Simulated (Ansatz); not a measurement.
## A computed series for CaC2: response to strain

Consider CaC₂ (space group C2/c, No. 15; a cell from a computed database, its experimental status unchecked).

```xyz
6
Lattice="3.2601 -2.0418 0.0000 3.2601 2.0418 0.0000 -2.0192 0.0000 7.0057" Properties=species:S:1:pos:R:3 pbc="T T T"
Ca     1.7457     1.3394     5.2543
Ca     2.7553    -1.3394     1.7514
C      0.7267    -0.5705     3.9286
C      3.7743     0.5705     3.0771
C      2.7647    -0.5705     6.5800
C      1.7363     0.5705     0.4257
```

Cartesian axes are those of the cell as printed.

Strains are applied to the cell and any free atomic positions relax; under biaxial strain the out-of-plane vector relaxes too.

Levels (all Ansatz, a quantum-chemistry and plane-wave program, PAW): PBEsol (420 eV, spin-orbit coupling left out); r2SCAN (500 eV, scalar-relativistic without spin-orbit coupling); HSE06 (420 eV, no spin-orbit coupling).

Band gaps by level, all at the geometries relaxed with PBEsol:

```tsv
case	PBEsol	r2SCAN	HSE06
base	1.74 eV	2.19 eV	3.15 eV
biaxial strain +0.89 %, plane normal [001], relaxed out of plane	1.70 eV	___	3.12 eV
isotropic strain −0.29 %	1.70 eV	___	3.12 eV
strain tensor (xx, yy, zz, yz, xz, xy) = (−0.81, −0.63, −1.81, −0.80, +0.27, −0.28) %	1.57 eV	___	2.99 eV
```

Q: Complete the table.

A: 
- biaxial strain +0.89 %, plane normal [001], relaxed out of plane, r2SCAN: 2.15 eV
- isotropic strain −0.29 %, r2SCAN: 2.16 eV
- strain tensor (xx, yy, zz, yz, xz, xy) = (−0.81, −0.63, −1.81, −0.80, +0.27, −0.28) %, r2SCAN: 2.03 eV

Single points use the geometry relaxed with PBEsol. HSE06 gaps are upper bounds (no full band path). Stability against distortions was not tested.
